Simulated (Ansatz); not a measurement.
Cubic perovskite CsPbCl3 (cubic high-temperature phase) was calculated with PBE (PAW; Ansatz, an electronic-structure program).

Run with plane-wave cutoff 520 eV, 6×6×6 k mesh, Fermi–Dirac smearing 0.01 eV, scalar-relativistic PAW data made under PBE.

Energies at three volumes about the minimum:

```json
[
 {"V (Å³/atom)": "36.982", "E − E_lowest (meV/atom)": "1.07"},
 {"V (Å³/atom)": "37.737", "E − E_lowest (meV/atom)": "0.00"},
 {"V (Å³/atom)": "38.491", "E − E_lowest (meV/atom)": "0.99"}
]
```

Question: Fit a parabola by hand: where is the minimum, what lattice constant follows, and what is the bulk modulus?

Answer: Slopes: (0.00 − 1.07)/(37.737 − 36.982) = -1.417 and (0.99 − 0.00)/(38.491 − 37.737) = 1.313 meV/Å³. Curvature E″ = 2 × (1.313 − (-1.417))/(38.491 − 36.982) = 3.618 meV/Å⁶. From the middle of the first interval, the slope vanishes at V0 = 37.3595 − (-1.417)/3.618 = 37.751 Å³/atom. B = V0 E″ = 37.751 × 3.618 meV/Å³ × 0.1602 GPa per meV/Å³ = 21.9 GPa. With 5 atoms in the cube, a = (5 × 37.751)^(1/3) = 5.736 Å. The full Birch–Murnaghan fit to all volumes gives V0 = 37.737 Å³/atom and B0 = 21.8 GPa.

Note: the relaxation could not lower the start's symmetry, so the cell can be a saddle point above a distorted one.
